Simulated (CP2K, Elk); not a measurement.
A CP2K input for a self-consistent single point of CdSe (P6_3mc, 4 atoms in the cell) (DFT PBE, GPW, DZVP-MOLOPT-SR-GTH basis, GTH-PBE potentials (GTH_POTENTIALS)):

```
&GLOBAL
  PROJECT run
  RUN_TYPE ENERGY_FORCE
  PRINT_LEVEL MEDIUM
&END GLOBAL
&FORCE_EVAL
  METHOD Quickstep
  STRESS_TENSOR ANALYTICAL
  &DFT
    BASIS_SET_FILE_NAME BASIS_MOLOPT
    POTENTIAL_FILE_NAME GTH_POTENTIALS
    &QS
      METHOD GPW
      EPS_DEFAULT 1E-10
    &END QS
    &MGRID
      CUTOFF 500
      REL_CUTOFF 40
      NGRIDS 5
    &END MGRID
    &SCF
      SCF_GUESS ATOMIC
      EPS_SCF 1E-6
      MAX_SCF 100
      ADDED_MOS 7
      &DIAGONALIZATION
        ALGORITHM STANDARD
      &END DIAGONALIZATION
      &MIXING
        METHOD BROYDEN_MIXING
        ALPHA 0.2
        NBUFFER 12
      &END MIXING
      &SMEAR ON
        METHOD FERMI_DIRAC
        ELECTRONIC_TEMPERATURE [K] 116.05
      &END SMEAR
    &END SCF
    &KPOINTS
      SCHEME MONKHORST-PACK 5 5 3
    &END KPOINTS
    &XC
      &XC_FUNCTIONAL PBE
      &END XC_FUNCTIONAL
    &END XC
    &PRINT
      &MO
        EIGENVALUES T
        OCCUPATION_NUMBERS T
        NDIGITS 8
        FILENAME mo
        &EACH
          QS_SCF 0
        &END EACH
        ADD_LAST NUMERIC
      &END MO
      &MULLIKEN ON
      &END MULLIKEN
    &END PRINT
  &END DFT
  &SUBSYS
    &CELL
      ABC 4.32827100 4.32827070 7.06077200
      ALPHA_BETA_GAMMA 90.00000000 90.00000000 120.00000997
      PERIODIC XYZ
    &END CELL
    &COORD
      SCALED
      Cd       0.66666700     0.33333300     0.49995000
      Cd       0.33333300     0.66666700     0.99995000
      Se       0.66666700     0.33333300     0.87591000
      Se       0.33333300     0.66666700     0.37591000
    &END COORD
    &KIND Cd
      BASIS_SET DZVP-MOLOPT-SR-GTH-q12
      POTENTIAL GTH-PBE-q12
    &END KIND
    &KIND Se
      BASIS_SET DZVP-MOLOPT-SR-GTH-q6
      POTENTIAL GTH-PBE-q6
    &END KIND
  &END SUBSYS
  &PRINT
    &FORCES ON
    &END FORCES
    &STRESS_TENSOR ON
    &END STRESS_TENSOR
  &END PRINT
&END FORCE_EVAL
```

### Question
Give the Elk input for the same structure, mesh, smearing and functional.

### Answer
This is the input that was run; spellings and numerical settings could be chosen otherwise.

```
tasks
  0

xctype
  20

rgkmax
  7.5

gmaxvr
  16.0

nxlo
  2

lorbcnd
  .true.

rmtscf
  0.94

lmaxi
  2

swidth
  0.000367493

maxscl
  100

scale
  1.889726125

avec
    4.3282706302    0.0000003358    0.0000000000
   -2.1641356059    3.7483921523    0.0000000000
    0.0000000000    0.0000000000    7.0607720000

atoms
  2
  'Cd.in'
  2
  0.6666666667  0.3333333333  0.4999500000    0.0 0.0 0.0
  0.3333333333  0.6666666667  0.9999500000    0.0 0.0 0.0
  'Se.in'
  2
  0.6666666667  0.3333333333  0.8759100000    0.0 0.0 0.0
  0.3333333333  0.6666666667  0.3759100000    0.0 0.0 0.0

ngridk
  5 5 3
```

Basis, cutoffs, solver keys and any potentials are the target program's own. This input uses DFT, PBE, all-electron FP-LAPW, Elk's shipped species files, APW+lo basis with extra local orbitals. Both were run: gap on the mesh 0.629 eV in CP2K and 0.590 in Elk.

On Elk: the starting cell comes from a database of computed structures (which also holds hypothetical and non-ambient phases and stackings), without a prior relaxation at this level. Its lattice was rescaled by a random factor within 2.5 % of one. Values depend on the basis (sphere radii, cutoffs, local orbitals), which need not be converged.

On CP2K: the starting cell comes from a database of computed structures (which also holds hypothetical and non-ambient phases and stackings), without a prior relaxation at this level. Its lattice was rescaled by a random factor within 2.5 % of one. Values carry the incompleteness of an atom-centred basis.
